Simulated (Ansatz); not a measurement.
# TiO2: stress against strain

TiO2 (rutile, P4_2/mnm, 10.057 Å³/atom at rest, c along z) under an equal strain ε in the (001) plane with the normal axis free, as in a coherent film. LDA in Ansatz, a plane-wave DFT program (PAW, default set), 420 eV, 7×7×11 Γ-centred mesh, Fermi-Dirac smearing 0.05 eV; ions are relaxed within the symmetry of each cell. Stress is positive for a compressed cell.

Here s stands for strain and y for stress xx.

```csv
strain (%),stress xx (GPa)
-3.00,?
-1.20,5.00
-0.60,2.46
0.00,0.00
0.60,-2.36
1.20,-4.61
```

Taking a straight line for y over the 5 complete rows: Means: s 0, y 0.098. About the means, the sum of products is -14.424 and the sum of squares of s is 3.6000; the slope is their ratio. Least squares gives y = 0.098 - 4.0067·s. Residuals (row less fit): 0.094, -0.042, -0.098, -0.054, 0.100; standard error 0.105 (degrees of freedom: 3). The slope gives the biaxial elastic modulus of this plane = 401 ± 6 GPa.

Task: Estimate the missing y (s = -3.00); what did the run itself give?

Result: y = 0.098 - 4.0067 × (-3.0) = 12.118 GPa. The calculation gives 13.14 GPa, 1.022 GPa above the prediction (5.8 % of the range of y in the table). The row lies outside the fitted rows, so this is an extrapolation. From the scatter of the fitted rows alone, a prediction at this place has a standard error of 0.202 GPa, so the miss is 5.1 times that.

One order more, fitted to all 11 runs of the series, follows each within 0.04, so the miss is the next term of a smooth law. The primitive cell can neither tilt nor turn polar against its symmetry, as such crystals can under strain. Rows are the converged runs of the series near zero and its far end; series whose fitted rows scatter by over a few per cent of the range, as at a crossing or softening among them, aren't shown in this form. Most that stay on the fit to the last digits aren't either.
